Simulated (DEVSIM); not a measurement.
Device: abrupt GaSb p-n junction, at 300 K.

Layer 1 from the left is GaSb, thickness (μm) 27.0, Na (cm⁻³) 2.6e16, τn (s) 2.3e-8, τp (s) 2.3e-8. Layer 2 from the left is GaSb, thickness (μm) 0.400, Nd (cm⁻³) 4e14, τn (s) 2.3e-8, τp (s) 2.3e-8.

Left contact: ohmic. Right contact: ohmic. Voltage is applied to the left contact. Recombination: SRH at mid-gap. Mobility is μmin + (μ − μmin)/(1 + (N/Nref)^α).

The device is made up for the run: typed textbook-type constants, with dimensions and the other settings drawn at random. Values at 300 K.

GaSb: gap (eV) 0.726, affinity (eV) 4.06, permittivity 15.7, Nc (cm⁻³) 2.1e17, Nv (cm⁻³) 1.8e19, μn (cm²/Vs) 5000, μp (cm²/Vs) 850, μn,min 1000, μp,min 190, Nref,n 2.8e17, Nref,p 9e17, αn 1.05, αp 0.65.

Model (solved in DEVSIM): 1D drift-diffusion, Boltzmann statistics, complete ionisation; no tunnelling, impact ionisation, image-force lowering or self-heating.

Problem. What does the simulation give for the dark forward voltage at 100 A/cm², the largest field in the device at zero bias?

Solution. dark forward voltage at 100 A/cm² 0.386 V; largest field in the device at zero bias 11000 V/cm.
